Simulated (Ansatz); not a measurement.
Band structure of TaAs (I4_1md, 4 atoms in the cell).

```
TaAs
1.0
   -1.69599     1.69599     5.77992
    1.69599    -1.69599     5.77992
    1.69599     1.69599    -5.77992
Ta As
2 2
Direct
  0.49997   0.99997   0.50000
  0.74997   0.74997   0.00000
  0.08263   0.58263   0.50000
  0.33263   0.33263   0.00000
```

Level of theory: PBE, PAW files (plane waves; Ansatz, a program for electronic structure).

Settings: kpoints.mp_grid.grid = 8 8 8; hamiltonian.xc = pbe; hamiltonian.pseudopotentials = {kind: paw} (the program's default PAW files); scf.occupations.method = gaussian; scf.occupations.width = 0.0073 Ry; kpoints.band_path.npoints = 8.

The starting cell comes from a database of computed structures (which also holds hypothetical and non-ambient phases and stackings), without a prior relaxation at this level. Its lattice was rescaled by a random factor within 2.5 % of one. Spin-orbit coupling is off. Spin polarisation is off.

Levels in eV from the Fermi level, bands 25 to 32:
| point | 25 | 26 | 27 | 28 | 29 | 30 | 31 | 32 |
|---|---|---|---|---|---|---|---|---|
| Γ | -2.51 | -2.09 | -1.69 | -1.69 | 0.97 | 1.68 | 2.44 | 3.27 |
| X | -3.32 | -3.32 | -1.17 | -1.17 | 3.01 | 3.01 | 3.27 | 3.27 |
| Y | -3.29 | -3.29 | -1.20 | -1.20 | 2.83 | 2.83 | 3.19 | 3.19 |
| S | -2.55 | -2.52 | -1.87 | -0.12 | 0.08 | 1.80 | 2.27 | 2.66 |
| Z | -2.99 | -2.99 | -0.91 | -0.91 | 1.30 | 1.30 | 2.42 | 2.42 |
| S1 | -2.55 | -2.52 | -1.87 | -0.12 | 0.08 | 1.80 | 2.27 | 2.66 |
| N | -2.55 | -2.42 | -1.71 | -0.29 | 0.12 | 1.44 | 2.38 | 2.61 |
| P | -3.34 | -3.34 | -1.17 | -1.17 | 3.02 | 3.02 | 3.27 | 3.27 |
| Y1 | -3.29 | -3.29 | -1.20 | -1.20 | 2.83 | 2.83 | 3.19 | 3.19 |

Bands cross the Fermi level along this path, so the cell is metallic at this level.

Keys are those of Ansatz 0.2.
